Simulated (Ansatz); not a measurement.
Output of an Ansatz run (abridged):

```
WARN ansatz: RAYON_NUM_THREADS=1 ignored (pool sized by the plan → 1); use --threads N
Pseudopotentials: kind: paw
Pseudopotential: Sr, paw, valence charge 10
Pseudopotential: Si, paw, valence charge 4
Crystal: 4 atoms, lattice volume = 111.841 Å³
Basis set: ecut = 420 eV, 2195 PW (Γ), exchange–correlation on 90×90×60 points (8 copies of the dense FFT grid, shifted against one another)
Bands: 18, of which v1, the nominal top of the filled ones, is band 14 counted from 1 (13 counted from 0)
Symmetry: 2 space group operations
Space group: Cm (ITA 8), of the structure as read, at distance tolerance 4.8e-5 Å
k-points: 150 of 512 (time reversal used)
PAW frozen core: Sr, regenerated for the run's functional, and the local potential with it
PAW frozen core: Si, regenerated for the run's functional, and the local potential with it
Initial density: superposition of atomic densities (neutral atoms: chi_scale 0, normalization atom), corrected by the library's trained network
Initial wavefunctions: pseudopotential atomic-orbital guess
Eigensolver: davidson
Functional: x = pbesol(κ = 0.804, μ = 0.12345679012345678), c = pbesol(β = 0.046)
SCF iter   1: F=—  HF=-8229.486407 eV  |F-HF|=—  |Δ(HF+E_count)|=         —  Δρ=3.66e-3  dr2=4.72e-2  ethr=1.77e-3  ⟨swp⟩=8.3  Hψ=18058  notcnv=0
all-band conjugate gradients solve this SCF's bands
preconditioner: auto → Kerker (q_TF=auto, 2.166 Å⁻¹)
SCF iter   2: F=—  HF=-8229.479451 eV  |F-HF|=—  |Δ(HF+E_count)|=   6.96e-3  Δρ=2.15e-3  dr2=1.78e-2  ethr=1.69e-4  ⟨swp⟩=1.1  Hψ=3944  notcnv=0
SCF iter   3: F=—  HF=-8229.475225 eV  |F-HF|=—  |Δ(HF+E_count)|=   4.23e-3  Δρ=3.73e-4  dr2=1.12e-4  ethr=6.35e-5  ⟨swp⟩=2.0  Hψ=3562  notcnv=0
SCF iter   4: F=—  HF=-8229.475246 eV  |F-HF|=—  |Δ(HF+E_count)|=   2.03e-5  Δρ=9.52e-5  dr2=2.15e-5  ethr=3.99e-7  ⟨swp⟩=2.3  Hψ=4733  notcnv=0
SCF iter   5: F=—  HF=-8229.475256 eV  |F-HF|=—  |Δ(HF+E_count)|=   1.05e-5  Δρ=2.70e-5  dr2=1.29e-6  ethr=7.68e-8  ⟨swp⟩=2.1  Hψ=3499  notcnv=0
SCF iter   6: F=-8229.475256 eV  HF=-8229.475257 eV  |F-HF|=2.39e-8  |Δ(HF+E_count)|=   2.06e-7  Δρ=6.01e-6  dr2=8.61e-8  ethr=3.57e-10  ⟨swp⟩=8.5  Hψ=15885  notcnv=0
SCF 1 converged in 6 iterations: F = -8229.475256 eV  dr2 = 8.61e-8
SCF converged after 6 iterations
Free energy (F): -8229.475256 eV
Harris-Foulkes:  -8229.475257 eV  (|F-HF|=2.39e-8)
Internal energy: -8229.423806 eV  (E = F + TS)
E sigma→0 (E₀):  -8229.449531 eV
Entropy (-TS):   -0.051450 eV (-12.863 meV/atom)
Fermi energy:    7.574228 eV
--- Per-component energies (eV) ---
  E_band       = -184.192997
  E_kinetic    = 568.839229
  E_local      = -1380.520352  (includes V_loc(G=0)·N_el)
  E_nonlocal   = 457.517772
  E_hartree    = 336.614779
  E_xc         = -451.894387
  E_vxc        = -415.714427  (∫ρ·V_xc dr)
  E_paw        = -6286.259042  (= ΣΔE_a)
  E_vpaw       = -87.546379  (= ΣTr[D̂ρ^β])
  E_aug_tail   = 0.000010  (compensation charges beyond the density's cutoff)
  E_ewald      = -1474.053633
  E_core_change = 0.331816  (= ΣΔE_core)
  E_smearing   = -0.051450  (= −TS)
  E_closure    = 0.000000  (closes the sum)
  Σ components = -8229.475256   (vs F -8229.475256, Δ=0.00e0)
--- Forces (eV/Å), atoms counted from 1 ---
  atom   1  Sr     0.00000000    -0.00763883    -0.14667179
  atom   2  Sr     0.00000000     0.01022518     0.04237255
  atom   3  Si     0.00000000    -0.00412988     0.01355860
  atom   4  Si     0.00000000     0.00154388     0.09074114
  max |Σ_I F_I| component: 5.00e-7 eV/Å
--- Stress (GPa, compression-positive) ---
       -2.242843       0.000000       0.000000
        0.000000      -1.412231      -0.137627
        0.000000      -0.137627      -2.166502
  P = ⅓ Tr σ = -1.9405 GPa (-19.405 kbar)
  The stress holds the Pulay correction. Without it, at fixed plane waves, as pw.x and ABINIT print it: P = -1.9511 GPa
--- Band table (eV; the first three rows and the last of 150) ---
  k-point 0: bands = ["-27.8628", "-27.8143", "-10.1612", "-9.9536", "-9.8993", "-9.8851", "-9.7685", "-9.7330", "-2.0997", "2.4573", "5.3659", "5.4020", "5.7479", "7.1291", "8.5861", "8.6217", "10.0091", "10.5443"]
  k-point 1: bands = ["-27.8595", "-27.8147", "-10.1443", "-9.9477", "-9.9103", "-9.8974", "-9.7799", "-9.7697", "-1.9580", "2.4212", "4.9171", "5.4395", "5.5042", "7.9623", "8.1676", "8.5899", "9.7925", "10.1141"]
  k-point 2: bands = ["-27.8508", "-27.8164", "-10.0979", "-9.9678", "-9.9326", "-9.8938", "-9.8587", "-9.8128", "-1.5425", "2.0036", "4.2905", "5.5569", "5.8384", "7.3699", "7.9573", "8.6839", "9.3514", "9.7617"]
  k-point 149: bands = ["-27.8289", "-27.8282", "-10.1639", "-10.1579", "-9.9068", "-9.8946", "-9.8017", "-9.7947", "0.1354", "0.1462", "4.5848", "4.6040", "6.4008", "6.4208", "8.6839", "8.7404", "9.7349", "9.7699"]
```

The structure:

```
CELL_PARAMETERS angstrom
      2.42164    -5.67650     0.00000
      2.42164     5.67650     0.00000
      0.00000     0.00000     4.06799
ATOMIC_POSITIONS crystal
  Sr 0.36129 0.63871 0.26229
  Sr 0.63871 0.36129 0.75000
  Si 0.06371 0.93629 0.25000
  Si 0.93629 0.06371 0.75000
```

### Question
Write an input that gives this output.

### Answer
Other spellings and defaults could give the same log, and not every line can be read from it. The input that was run (DFT, PBEsol, plane waves, default PAW files made with PBE):

Ansatz 0.2 input:
```yaml
crystal:
  lattice:
    - [2.421638, -5.676499, 0.000000]
    - [2.421638, 5.676499, 0.000000]
    - [0.000000, 0.000000, 4.067987]
  atoms:
    - { symbol: Sr, position_ang: [2.421638, 1.574774, 1.066996] }
    - { symbol: Sr, position_ang: [2.421638, -1.574774, 3.050990] }
    - { symbol: Si, position_ang: [2.421638, 4.953199, 1.016997] }
    - { symbol: Si, position_ang: [2.421638, -4.953199, 3.050990] }
basis:
  ecutwfc: 420.0
kpoints:
  mp_grid: { grid: [8, 8, 8] }
hamiltonian:
  xc: pbesol
  pseudopotentials: { kind: paw }
scf:
  occupations: { method: fermi_dirac, width: 0.1 }
output:
  forces: true
  eigenvalues: true
  stress: true
```

The starting cell comes from a database of computed structures (which also holds hypothetical and non-ambient phases and stackings), without a prior relaxation at this level. Its lattice was rescaled by up to half a per cent. One atom was moved a little off its site on purpose. Ansatz's pressure includes its estimate of the finite-basis (Pulay) stress.

Ansatz is a quantum-chemistry and plane-wave program.
